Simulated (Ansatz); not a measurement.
**Habitual settings against a tight run: Y2Mg (Cmcm, 6 atoms in the cell)**

Self-consistent single point.

```
CELL_PARAMETERS angstrom
      6.27272    -2.56572     0.00000
      6.27272     2.56572     0.00000
      0.00000     0.00000     5.13001
ATOMIC_POSITIONS crystal
  Y  0.40284 0.90968 0.75000
  Y  0.59716 0.09032 0.25000
  Y  0.90968 0.40284 0.25000
  Y  0.09032 0.59716 0.75000
  Mg 0.74067 0.25933 0.75000
  Mg 0.25933 0.74067 0.25000
```

Method of the run: LDA (PW92), PAW files made with PBE (plane waves; Ansatz, a quantum-chemistry and plane-wave program).

Base settings: basis.ecutwfc = 420 eV; kpoints.mp_grid.grid = 5 5 5; kpoints.mp_grid.shift = 0.5 0.5 0.5; hamiltonian.xc = lda; hamiltonian.pseudopotentials = {kind: paw} (the program's default PAW files); scf.occupations.method = gaussian; scf.occupations.width = 0.272 eV.

Tight run (finer mesh or higher cutoff; not a proven limit): basis.ecutwfc: 420 eV → 590 eV; kpoints.mp_grid.grid: 5 5 5 → 7 7 7; scf.convergence.dr2_threshold: default (1e-07 eV) → 1e-09 eV. It gave Fermi level (on the code's own zero) 8.85 eV; pressure -0.75 GPa; largest force (vector length) 0.107 eV/Å.

Quick runs, as changes from the base:
- A: the base itself
- B: basis.ecutwfc: 420 eV → 250 eV; kpoints.mp_grid.grid: 5 5 5 → 3 3 3; hamiltonian.xc: lda → pbesol; scf.convergence.dr2_threshold: default (1e-07 eV) → 0.0001 eV [PBEsol]
- C: basis.ecutwfc: 420 eV → 335 eV; kpoints.mp_grid.grid: 5 5 5 → 2 2 2; scf.occupations.method: gaussian → cold; scf.occupations.width: 0.272 eV → 0.136 eV
- D: basis.ecutwfc: 420 eV → 210 eV; kpoints.mp_grid.grid: 5 5 5 → 2 2 2; scf.occupations.method: gaussian → cold; scf.convergence.dr2_threshold: default (1e-07 eV) → 0.001 eV

Energies are extrapolated to zero smearing width, which holds to low order in the width alone.

Dashes: energy of B, another energy zero.

† marks runs with another functional, U, potentials or spin treatment: their distance from the tight run is not a convergence error alone.

The count of work is k-points × plane waves × bands × iterations; it is no time. 

Pressures in the table are Ansatz's without its Pulay estimate, at a fixed set of plane waves; the tight run's value above holds the estimate.

The starting cell comes from a database of computed structures (which also holds hypothetical and non-ambient phases and stackings), without a prior relaxation at this level. Its lattice was rescaled by a random factor within 2.5 % of one.

| run | energy less tight (meV/atom) | pressure less tight (GPa) | largest miss in a force vector (eV/Å) | count of work / tight |
|---|---|---|---|---|
| A | 0.5 | 0.00 | 0.001 | 0.23 |
| B† | – | -4.83 | 0.037 | 0.023 |
| C | 2.4 | 0.03 | 0.129 | 0.011 |
| D | 856.6 | -27.65 | 0.150 | 0.0036 |

Among the runs at the tight run's level, the energy misses run from 0.5 to 856.6 meV/atom.

Left out of this page: 2 runs of the series outside the window shown, repeating another row's setting, or not comparable.

Keys are those of Ansatz 0.2.
